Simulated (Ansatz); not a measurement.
**One base run on KLuS2 (P1, 4 atoms in the cell) and variants with one or two settings moved**

```xyz
4
Lattice="1.9745 1.1400 7.2903 -1.9745 1.1400 7.2903 0.0000 -2.2800 7.2903" Properties=species:S:1:pos:R:3 pbc="T T T"
Lu    -0.0113     0.0011    10.9623
K     -0.0074     0.0093    -0.0228
S      0.0139    -0.0042     5.0832
S      0.0048    -0.0062    16.7839
```

Base run A: PBEsol, default PAW files made with PBE run with Ansatz (a first-principles code), self-consistent single point.

Its settings: basis.ecutwfc = 420 eV; kpoints.mp_grid.grid = 7 7 7; hamiltonian.xc = pbesol; hamiltonian.pseudopotentials = {kind: paw} (the program's default PAW files); scf.occupations.method = cold; scf.occupations.width = 0.272 eV.

The starting cell comes from a database of published, mostly measured structures (it also holds non-ambient and calculated ones), without a prior relaxation at this level. Its atoms were displaced at random from the sites of space group no. 166. Spin-orbit coupling is off. Ansatz's pressure includes its estimate of the finite-basis (Pulay) stress.

ΔF is the free energy per atom less that of run A. 

Run A gave: pressure (GPa) -1.21; largest force (eV/Å) 0.392; gap on the mesh (eV) 2.230; k-points 172.

Runs:
- B: crystal.symmetry.detect: default → false
- C: scf.occupations.method: cold → tetrahedron; scf.occupations.width: 0.272 eV → default
- D: kpoints.mp_grid.grid: 7 7 7 → 4 4 4
- E: scf.convergence.dr2_threshold: default (1e-07 eV) → 0.01 eV
- F: scf.mixing.algorithm: default (the program chose MSR1) → broyden; scf.mixing.beta: default → 0.9
- G: scf.mixing.preconditioner: default (the program chose Resta) → resta; scf.mixing.eps_inf: default → 3
- H: scf.mixing.algorithm: default (the program chose MSR1) → anderson
- I: scf.self_checks: default → high

**Question.** What does run D change against A?

**Answer.** The free energy goes up by 6.5 meV/atom, the pressure goes from -1.21 to -1.11 GPa, the largest force stays at 0.392 eV/Å and the gap on the mesh goes from 2.230 to 2.173 eV.

| run | ΔF (meV/atom) | pressure (GPa) | largest force (eV/Å) | gap on the mesh (eV) | k-points |
|---|---|---|---|---|---|
| A | 0.00 | -1.21 | 0.392 | 2.230 | 172 |
| B | 0.00 | -1.21 | 0.392 | 2.230 | 172 |
| C | 0.00 | -1.21 | 0.392 | 2.230 | 172 |
| D | 6.5 | -1.11 | 0.392 | 2.173 | 36 |
| E | 0.05 | -1.22 | 0.391 | 2.233 | 172 |
| F | 0.00 | -1.21 | 0.392 | 2.230 | 172 |
| G | 0.00 | -1.21 | 0.392 | 2.231 | 172 |
| H | 0.00 | -1.21 | 0.392 | 2.230 | 172 |
| I | 0.00 | -1.21 | 0.392 | 2.230 | 172 |

Keys are those of Ansatz 0.2.
